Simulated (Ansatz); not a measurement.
## Response to strain in TiO2

Start from TiO2 in the rutile structure (space group P4_2/mnm, No. 136; a = 4.643 Å, c = 2.964 Å). Axes: x, y, z lie along a, b, c of the conventional cell.

Strains are applied to the cell and any free atomic positions relax; under biaxial strain the out-of-plane vector relaxes too.

Calculations: Ansatz (an electronic-structure program), PBE, PAW, cutoff 420 eV, without spin-orbit coupling.

```csv
"biaxial strain, plane normal [001], relaxed out of plane (%)",out-of-plane strain (%)
-3,2.18
-2.4,1.69
-1.8,1.23
-1.2,?
-0.6,0.39
0,0.00
```

Problem. Fit ε⊥ = −νε + γε² (strains in %) to the rows shown and predict the withheld row.

Solution. Least squares on the printed values gives ν = 0.62 (the biaxial Poisson response) and γ = 0.035 (largest residual 0.00 %); this predicts 0.80 %, and the run gives 0.80 %, in agreement.

Whether these cells are dynamically stable was not tested. The final runs are not spin-polarised.
